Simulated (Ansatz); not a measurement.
Functionals compared on OH on the 1x1 (100) surface of rock-salt MgO (cut with top plane Mg + O), one in a 2x2 cell, started at the site 'top O', in Ansatz (plane waves, PAW). The structure was relaxed with PBE; the other rows are single points on it, each with its references at the same level. Cutoff 420 eV (500 eV for r2SCAN). The points keep PBE's geometry, so the relaxation of a polaron and the settling of charge on one site are left out.

Host crystal: rock-salt MgO, with a band gap (PBE, scalar-relativistic without spin-orbit coupling).

Slab: 34 atoms, 6.4 Å thick at the start under the adsorbate (thin: gaps and levels are the slab's own); k 3x3x1, smearing 0.01 eV, dipole-corrected; 16 atoms held, the rest relaxed; symmetry of the start imposed; spin-polarised, ending with about 1.0 μB a cell; orders that need a larger cell were not tried, no spin-orbit, no U, no dispersion correction. At the end it is bonded to 2 Mg. In PBE it is, or lies within 0.03 eV of, the lowest of the starts that converged. These notes are the PBE run's. RPBE: The program's check for a lower electronic state was not made. r2SCAN: The program's check for a lower electronic state was not made. Adsorption energies are against H2O(g) − ½ H2(g). A negative adsorption energy means that the adsorbate is more stable on the surface than in its reference.

```csv
functional,adsorption energy (eV),magnetic moment of the cell (μB),rough cost of the single point
PBE,1.95,1.00,–
RPBE,2.01,1.00,about 2.4 core-minutes (a rough figure)
r2SCAN,[?],1.00,about 4 core-minutes (a rough figure)
```

What belongs in the gaps?


- r2SCAN, adsorption energy (eV): 1.84

Ansatz is a first-principles code.
